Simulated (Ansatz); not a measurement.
A computed series for NbN: pressure series

Take NbN in the rock salt structure (space group Fm-3m, No. 225) as the base.

NbN is taken in the cubic space group Fm-3m (No. 225), the rock salt structure, Pearson symbol cF8. Conventional cell: a = b = c = 4.421 Å, α = β = γ = 90.00°. N on 4a sees 6 Nb at 2.211 Å (octahedral). Nb on 4b sees 6 N at 2.211 Å (octahedral). (Neighbours: up to the widest gap in distance over summed covalent radii, below 1.35, at either atom; cation-cation and far metal-metal contacts left out.)
(The calculation used a cell of 2 atoms; values per cell refer to that cell.)

Cell and atoms are relaxed at each pressure.

Method: PBE (Ansatz, a quantum-chemistry and plane-wave program, PAW, no spin-orbit coupling).

```csv
pressure (GPa),volume per atom (Å³/atom)
-2,10.875
-1,10.838
0,10.803
1.8,10.741
4.2,10.661
9,10.509
18,?
45,9.638
60,9.365
```

Q: Fit the third-order Birch–Murnaghan form P(V) = (3B₀/2)[(V₀/V)^(7/3) − (V₀/V)^(5/3)]·[1 + (3/4)(B₀′ − 4)((V₀/V)^(2/3) − 1)] (squares taken in P) to the rows shown and predict the withheld row.

A: Least squares on the printed values gives V₀ = 10.803 Å³/atom, B₀ = 307 GPa, B₀′ = 4.4; this predicts 10.253 Å³/atom, and the run gives 10.253 Å³/atom, in agreement.

Measured bulk modulus of NbN: 292 GPa (temperature not stated; as listed in arXiv:1102.4063); the computed value is for a static lattice, so the two differ by thermal effects too.

Load acts through the strain it causes; cell and atoms are relaxed under it. No phonon test of stability was made. Competing high-pressure phases were not computed. The final runs are not spin-polarised.
